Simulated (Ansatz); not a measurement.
System: Te (within 0.1 Å of Pm-3m, No. 221, 3 atoms in the cell; start mp-570459; another form than the element's usual one). Method: LDA (Ansatz, a program for electronic structure, plane waves, PAW).

Run with plane-wave cutoff 520 eV, 14×14×10 k mesh (along the axes of the cell as run), Fermi–Dirac smearing 0.05 eV, scalar-relativistic PAW data made under PBE.

Cell (relaxed at this level):

Te has the trigonal space group R-3m, hexagonal axes (No. 166), Pearson symbol hR1. Lattice parameters: a = 4.4372 Å, b = 4.4372 Å, c = 5.4045 Å, α = 90.00°, β = 90.00°, γ = 120.00°. Te on 3a has 6 Te at 3.132 Å (octahedral). (Neighbours: up to the widest gap in distance over summed covalent radii, below 1.35, at either atom.)

Problem. Give the computed bulk modulus B0.

Solution. 
bulk modulus B0: 61.3 GPa

The run finds no gap.

Note: the bulk modulus is −V dP/dV from two relaxed cells at ±2 % in volume.

Spin–orbit coupling is not included; it can open a gap where bands touch, and shift volumes and moduli.

Static lattice: no zero-point or thermal effects.

The result took roughly 19 core-minutes.

A start named mp-… is a Materials Project structure, which need not be a measured phase.
